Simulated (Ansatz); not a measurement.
The starting structures come from a database of crystals and need not be the phases stable at ambient conditions.

 Where the default PAW files enter, the runs use the earlier of Ansatz's two default sets.

```xyz
10
Lattice="5.3790 0.0000 0.0000 -2.6895 4.6584 0.0000 2.6895 1.5528 4.7649" Properties=species:S:1:pos:R:3 pbc="T T T"
Zn     0.0000     3.1056     0.4592
Zn     5.3790     3.1056     4.3057
Sn     2.6895     4.6584     2.1436
Sn     2.6895     1.5528     2.6213
O      1.9092     2.9788     1.2179
O      3.4699     3.2324     3.5470
O     -0.8448     4.8224     1.2179
O      6.2238     1.3888     3.5470
O      4.3146     1.5156     1.2179
O      1.0644     4.6956     3.5470
```

Space group of this cell: R-3. The cell is taken as given; by PBEsol its mean pressure is -7.0 GPa.

Transport runs along the normal of the first two printed cell vectors, the (001) plane of the conventional cell.

The gap is the functional's own, uncorrected, and κ follows it; spin-orbit coupling is left out. Mid-gap values are interpolated between the computed energies.

Task: State the band gap and the smallest decay constant κ at mid-gap according to Ansatz (an electronic-structure program) with PBEsol.

Result: Gap 1.20 eV on a 8×8×8 mesh; κ = 0.129 1/Å, at the zone centre.
